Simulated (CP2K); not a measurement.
A self-consistent single point of TiTe₂ (P1, 3 atoms in the cell) with CP2K.

Level of theory: PBE, GPW, DZVP-MOLOPT-SR-GTH basis, GTH-PBE potentials (GTH_POTENTIALS) (CP2K).

The change in words: lattice scaled by 0.98. Reference geometry:
```yaml
crystal:
  lattice:
    - [3.82421, 0.00000, 0.00000]
    - [-1.91210, 3.31186, 0.00000]
    - [0.00000, 0.00000, 6.71825]
  atoms:
    - { symbol: Ti, position: [0.99591, 0.00086, 0.99983] }
    - { symbol: Te, position: [0.66878, 0.33080, 0.74998] }
    - { symbol: Te, position: [0.33531, 0.66834, 0.25019] }
```

Reference input (self-consistent single point, DFT PBE, GPW, DZVP-MOLOPT-SR-GTH basis, GTH-PBE potentials (GTH_POTENTIALS)): CUTOFF = 600 Ry; REL_CUTOFF = 40 Ry; SMEAR/METHOD = GAUSSIAN; SIGMA = 0.136 eV; KPOINTS/SCHEME = MONKHORST-PACK 6 6 3; GAMMA_CENTERED = T; XC_FUNCTIONAL = PBE; Ti/BASIS_SET = DZVP-MOLOPT-SR-GTH; Ti/POTENTIAL = GTH-PBE-q12; Te/BASIS_SET = DZVP-MOLOPT-SR-GTH; Te/POTENTIAL = GTH-PBE-q6; METHOD = GPW. This run's input differs from it in these lines:

```diff
@@ -64,4 +64,4 @@
     &CELL
-      ABC 3.82421000 3.82420999 6.71825000
-      ALPHA_BETA_GAMMA 90.00000000 90.00000000 120.00000007
+      ABC 3.74772600 3.74772607 6.58388500
+      ALPHA_BETA_GAMMA 90.00000000 90.00000000 119.99999941
       PERIODIC XYZ
```

The program printed (abridged):

```
 SCF WAVEFUNCTION OPTIMIZATION

  Step     Update method      Time    Convergence         Total energy    Change
     1 NoMix/Diag. 0.30E+00      -     1.76566116       -74.9480651636 -7.49E+01
     2 Broy./Diag. 0.30E+00      -     0.00576605       -74.7439520450  2.04E-01
     3 Broy./Diag. 0.30E+00      -     0.02295429       -74.5376872068  2.06E-01
     4 Broy./Diag. 0.30E+00      -     0.00310258       -74.5554178745 -1.77E-02
     5 Broy./Diag. 0.30E+00      -     0.00375268       -74.5204528962  3.50E-02
     6 Broy./Diag. 0.30E+00      -     0.00201973       -74.5465800416 -2.61E-02
   [... 11 lines left out ...]
    18 Broy./Diag. 0.30E+00      -     0.00000102       -74.5936533904 -1.03E-05
    19 Broy./Diag. 0.30E+00      -     0.00000029       -74.5936571634 -3.77E-06
    20 Broy./Diag. 0.30E+00      -     0.00000018       -74.5936590614 -1.90E-06
    21 Broy./Diag. 0.30E+00      -     0.00000006       -74.5936599198 -8.58E-07
  *** SCF run converged in    21 steps ***

  Overlap energy of the core charge distribution:               0.00000000000795
  Self energy of the core charge distribution:               -142.22225291446418
  Core Hamiltonian energy:                                     34.48091564544133
  Hartree energy:                                              44.15779092730553
  Exchange-correlation energy:                                -11.00966163541370
  Smearing free energy correction:                             -0.00045194263788
  Fermi energy:                                                 0.23066412352390

  Total energy:                                               -74.59365991978774
  Total energy (extrapolated to sigma->0):                    -74.59343394846880

                     Mulliken Population Analysis

   [... lines left out ...]

 STRESS| Analytical stress tensor [bar]
 STRESS|                        x                   y                   z
 STRESS|      x        4.87898530867E+04  -6.39931026783E+02   1.56406941755E+03
 STRESS|      y       -6.39931026783E+02   4.67963597936E+04  -2.51994515505E+03
 STRESS|      z        1.56406941755E+03  -2.51994515505E+03   5.46124814109E+04
 STRESS| 1/3 Trace                                             5.00662314304E+04
```

The run converged in 21 iterations. Against the reference run the free energy rises by 29.0 meV/atom, the pressure goes from 0.78 to 5.01 GPa and the largest force goes from 0.242 to 0.817 eV/Å.

The starting cell comes from a database of computed structures (which also holds hypothetical and non-ambient phases and stackings), without a prior relaxation at this level. Its atoms were displaced at random from the sites of space group no. 164. For this run, on top of that: lattice scaled by 0.98. Spin polarisation is off, so a magnetic state, if there is one, cannot be reached. Values carry the incompleteness of an atom-centred basis. With a pressure of about 5 GPa the cell is away from its equilibrium volume at this level.

Cost on one core of a shared machine: roughly 40 s.
